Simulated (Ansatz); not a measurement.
The reference is Ta in the bcc (W type) structure (space group Im-3m, No. 229; a = 3.282 Å; relaxed with 0.1 eV smearing).

The values are results of PBEsol (Ansatz, a program for electronic structure), scalar-relativistic without spin-orbit coupling, not measurements.

Before the change:

The pressure comes out as 0.0 GPa.

Now apply this change: an isotropic linear strain of −1.50 %; the atoms relax in the strained cell.

**Question.** What happens to the energy relative to the base and pressure?

**Answer.** The energy increases by 24 meV/atom; the pressure goes from zero to 10.2 GPa.

Stability against distortions was not tested. The final runs are not spin-polarised.
